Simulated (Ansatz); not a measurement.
Start from SiC (space group P6_3mc, No. 186).

```yaml
crystal:
  lattice:
    - [3.09415, 0.00000, 0.00000]
    - [-1.54707, 2.67961, 0.00000]
    - [0.00000, 0.00000, 10.12926]
  atoms:
    - { symbol: Si, position: [0.00000, 0.00000, 0.50031] }
    - { symbol: Si, position: [0.00000, 0.00000, 0.00031] }
    - { symbol: Si, position: [0.33333, 0.66667, 0.25025] }
    - { symbol: Si, position: [0.66667, 0.33333, 0.75025] }
    - { symbol: C, position: [0.00000, 0.00000, 0.31285] }
    - { symbol: C, position: [0.00000, 0.00000, 0.81285] }
    - { symbol: C, position: [0.33333, 0.66667, 0.06221] }
    - { symbol: C, position: [0.66667, 0.33333, 0.56221] }
```

Cartesian axes are those of the cell as printed.

All numbers come from DFT with PBE, PAW potentials and a 420 eV plane-wave cutoff in Ansatz (an electronic-structure program), no SOC.

It is then changed as follows: the cell is stretched by 3.00 % along z with no lateral relaxation, atoms relaxed at fixed cell.

Predict the stress tensor and what it implies for the stiffness.

Stress of the strained cell less that of the base (GPa, compression positive):
```
  -1.26    0.00    0.00
   0.00   -1.26    0.00
   0.00    0.00  -14.81
```

Then −Δσ_ii/ε with ε = 0.0300 gives secant stiffness values (nonlinear terms included at this strain): C33 ≈ 494 GPa, C13 ≈ 42 GPa and C23 ≈ 42 GPa.

As a check, the harmonic strain energy −½ V₀ Δσ:ε is 15 meV/atom; the computed energy rise is 15 meV/atom.

Stability against distortions was not tested.
